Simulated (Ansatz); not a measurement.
Functionals compared on OH on the 1x1 (0001) surface of hcp Ti, one in a 2x2 cell, started at the site 'bridge Ti-Ti (span 2.9 Å)', in Ansatz (plane waves, PAW). The structure was relaxed with PBE; the other rows are single points on it, each with its references at the same level. Cutoff 420 eV (500 eV for r2SCAN).

Slab: 18 atoms, 6.8 Å thick at the start under the adsorbate (thin: gaps and levels are the slab's own); k 6x6x1, smearing 0.1 eV, dipole-corrected; 8 atoms held, the rest relaxed; no symmetry held; no spin, no spin-orbit, no U, no dispersion correction. At the end it is bonded to 3 Ti. In PBE it is, or lies within 0.03 eV of, the lowest of the starts that converged. These notes are the PBE run's. Adsorption energies are against H2O(g) − ½ H2(g). A negative adsorption energy means that the adsorbate is more stable on the surface than in its reference.

```
functional  adsorption energy (eV)  work function of the top face (eV)  change of the work function (eV)  rough cost of the single point
----------  ----------------------  ----------------------------------  --------------------------------  ------------------------------
PBE                          -2.52                                3.12                             -1.27                               –
RPBE                         -2.29                                3.02                             -1.27        roughly 120 core-seconds
r2SCAN                       -3.00                                3.18                             -1.34          roughly 4 core-minutes
```

Ansatz is a quantum-chemistry and plane-wave program.
